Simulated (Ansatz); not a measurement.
## W: transverse stress against strain

W (bcc, Im-3m, 15.410 Å³/atom at rest, cube axes along x, y and z) under a strain ε along a cube axis (axis z), the other axes held. LDA in Ansatz, a plane-wave DFT program (PAW, default set), 420 eV, 29×29×29 Γ-centred mesh, Fermi-Dirac smearing 0.10 eV; ions are relaxed within the symmetry of each cell. Stress is positive for a compressed cell.

Here s stands for strain and y for stress xx.

| strain (%) | stress xx (GPa) |
|---|---|
| -1.50 | 3.47 |
| -1.00 | 2.28 |
| -0.50 | 1.12 |
| 0.00 | 0.00 |
| 0.50 | -1.09 |
| 1.00 | -2.16 |
| 1.50 | -3.20 |
| 3.00 | ? |

Taking a straight line for y over the 7 complete rows: Means: s 0, y 0.060. About the means, the sum of products is -15.550 and the sum of squares of s is 7.0000; the slope is their ratio. Least squares gives y = 0.060 - 2.2214·s. Residuals (row less fit): 0.078, -0.001, -0.051, -0.060, -0.039, 0.001, 0.072; standard error 0.062 (degrees of freedom: 5). The slope gives the elastic constant C12 = 222 ± 2 GPa.

### Question
What does the fit predict for y at s = 3.00, and how far is the calculated value from it?

### Answer
y = 0.060 - 2.2214 × 3.0 = -6.604 GPa. The calculation gives -6.15 GPa, 0.454 GPa above the prediction (4.7 % of the range of y in the table). The row lies outside the fitted rows, so this is an extrapolation. From the scatter of the fitted rows alone, a prediction at this place has a standard error of 0.096 GPa, so the miss is 4.7 times that.

One order more, fitted to all 13 runs of the series, follows each within 0.01, so the miss is the next term of a smooth law. In a metal these values are sensitive to mesh and smearing; energies are taken to zero smearing, stresses follow the free energy. Rows are the converged runs of the series near zero and its far end; series whose fitted rows scatter by over a few per cent of the range, as at a crossing or softening among them, aren't shown in this form. Most that stay on the fit to the last digits aren't either.
